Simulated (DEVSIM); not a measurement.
System: Schottky contact on n-type GaAs, at 300 K.

Layer 1 from the left is GaAs, thickness (μm) 6.20, Nd (cm⁻³) 4.2e16, τn (s) 5.5e-9, τp (s) 5.5e-9.

Left contact: Schottky, work function 4.81 eV, emission velocity 6.1e6 cm/s. Right contact: ohmic. Voltage is applied to the left contact. Recombination: SRH at mid-gap, radiative, Auger. Mobility is constant in doping.

This is a model device: material constants are rounded textbook-type values typed into the input, and sizes, dopings and lifetimes were drawn at random. Values at 300 K.

GaAs: gap (eV) 1.424, affinity (eV) 4.07, permittivity 12.9, Nc (cm⁻³) 4.7e17, Nv (cm⁻³) 9e18, μn (cm²/Vs) 8500, μp (cm²/Vs) 400, B (cm³/s) 2e-10, Cn (cm⁶/s) 1e-30, Cp (cm⁶/s) 1e-30.

Simulated with DEVSIM: 1D drift-diffusion, Boltzmann statistics, complete ionisation; no tunnelling, impact ionisation, image-force lowering or self-heating. Metal contacts follow the ideal Schottky-Mott rule: no Fermi-level pinning, no interface dipoles.

Dark forward current:

```
|V| (V)  |J| (A/cm²)
-------  -----------
0.05        9.979e-7
0.10        7.898e-6
0.15        5.561e-5
0.20       0.0003854
0.25        0.002666
0.30         0.01843
0.35          0.1273
0.40          0.8794
0.45           6.059
0.50           41.18
0.55           258.9
0.60            1200
0.65            3353
```

Task: Work out the local ideality factor n = ΔV / (kT/q · ln(J2/J1)) between the rows 0.15 and 0.20 V, 0.60 and 0.65 V.

Result: kT/q = 25.85 mV. From 0.15 to 0.20 V: ln(0.0003854/5.561e-5) = 1.936, n = 1.00, near the 1 of diffusion or emission over a barrier. From 0.60 to 0.65 V: ln(3353/1200) = 1.028, n = 1.88; the layers' resistance at their doping, Σ W/(qμN) = 1.1e-5 Ω cm², would take 23 mV of this step of 50 mV.

Task: Estimate the current at 0.35 V for emission alone, J0 = q v N_band exp(−φB/kT), and read the barrier back from the simulated current.

Result: φB = 0.740 eV, N_band = 4.70e17 cm⁻³, J0 = 1.70e-7 A/cm²; J = J0 (exp(qV/kT) − 1) = 0.129 A/cm². The simulation gives 0.127 A/cm²; the estimate lies 1.2 % above. Read backwards, the simulated current gives an apparent barrier of 0.740 eV. The estimate leaves out transport through the depletion region and minority injection.
